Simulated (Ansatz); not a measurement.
# Competing hops of interstitial O in 2H silicon carbide, neutral cell

Defect migration in 2H silicon carbide: interstitial O, neutral cell. Level of theory: PBE, PAW (plane waves to 420 eV; Ansatz, a quantum-chemistry and plane-wave program).

Cell of 72 host sites held at the relaxed PBE lattice; the Γ point alone; Fermi-Dirac width 0.01 eV, spin-restricted; finite-size errors left in. Energies are static. The host's phase is taken as given; its stability against other phases was not computed. The charge state is imposed; whether it is stable for some Fermi level was not computed. Sites that were not tried may lie lower. The order of the sites in energy changes with the mesh.

Barriers: single points on a 2×2×2 k-point mesh shifted by half a step along c at the bands' geometries (they differ from the bands' own by up to 0.38 eV, and are uncertain by about as much).

```json
[
 {"Route": "O moves alone to another site (a rearrangement that moves the defect's centre by under 1 Å)", "Start site over the lowest site run (eV)": "0.00", "Hop (Å)": "0.99", "Forward barrier (eV)": "0.15", "Backward barrier (eV)": "0.15", "Neighbours at the start": "C at 1.42; Si at 1.64, Si at 1.95 Å", "Neighbours at the saddle": "C at 1.40; Si at 1.61 Å", "Saddle order": "not checked, on a symmetry element", "Forward, on the band's own sampling (eV)": "0.21"},
 {"Route": "several atoms move together, O the farthest", "Start site over the lowest site run (eV)": "0.36", "Hop (Å)": "1.18", "Forward barrier (eV)": "0.76", "Backward barrier (eV)": "1.13", "Neighbours at the start": "C at 1.43; Si at 1.61, Si at 2.09 Å", "Neighbours at the saddle": "C at 1.42; Si at 1.70, Si at 1.73 Å", "Saddle order": "not checked, on a symmetry element", "Forward, on the band's own sampling (eV)": "0.90"}
]
```

Paths come from CI-NEB runs. Of the routes that converged and passed our checks, the lowest saddle point lies 0.15 eV above the lowest of the sites run (O moves alone to another site (a rearrangement that moves the defect's centre by under 1 Å)); other sites, such as split forms, and other routes may lie lower. A band can be held on a symmetry element, so unchecked saddle points there may be too high. 1 more band(s) gave no usable saddle point.
